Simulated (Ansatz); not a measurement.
Antifluorite K2S, treated with PBE (plane waves, PAW; Ansatz, a first-principles code).

Settings: plane-wave cutoff 520 eV, 8×8×8 k mesh, perturbation theory, scalar-relativistic PAW data made under PBE.

The cell has the measured lattice: a = b = c = 7.3910 Å, α = β = γ = 90.00°.

Question: Predict the electronic dielectric constant ε∞ and dielectric constant ε0 (ions relaxed).

Answer: 
* **electronic dielectric constant ε∞**: 3.10
* **dielectric constant ε0 (ions relaxed)**: 6.08

Note: the cell isn't this level's own, so it is under some stress, which shifts stiffness and frequencies.

Computing time: about 12 core-minutes (a rough figure).
